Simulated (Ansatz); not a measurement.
Band structure of Pb (Fm-3m, 1 atom in the cell).

```yaml
crystal:
  lattice:
    - [0.00000, 2.52319, 2.52319]
    - [2.52319, 0.00000, 2.52319]
    - [2.52319, 2.52319, 0.00000]
  atoms:
    - { symbol: Pb, position: [0.00000, 0.00000, 0.00000] }
```

Method: PBE (plane waves, PAW; Ansatz, an electronic-structure program).

Settings: basis.ecutwfc = 420 eV; kpoints.mp_grid.grid = 11 11 11; hamiltonian.xc = pbe; hamiltonian.pseudopotentials = {kind: paw} (the program's default PAW files); scf.occupations.method = fermi_dirac; scf.occupations.width = 0.05 eV; kpoints.band_path.npoints = 8.

The starting cell comes from a database of computed structures (which also holds hypothetical and non-ambient phases and stackings), without a prior relaxation at this level. Its lattice was rescaled by a random factor within 2.5 % of one. Spin-orbit coupling is off.

Levels in eV from the Fermi level, bands 4 to 10:
```tsv
point	4	5	6	7	8	9	10
Γ	-16.95	-16.95	-11.39	6.95	6.95	6.95	9.69
X	-16.80	-16.80	-6.80	-3.07	1.97	1.97	5.20
W	-16.91	-16.80	-6.71	-1.28	-1.28	0.29	10.40
K	-16.89	-16.84	-6.88	-2.14	-1.14	2.83	6.28
L	-16.83	-16.83	-8.08	-3.94	5.25	5.25	8.95
U	-16.89	-16.84	-6.88	-2.14	-1.14	2.83	6.28
```

Bands cross the Fermi level along this path, so the cell is metallic at this level.

Keys are those of Ansatz 0.2.
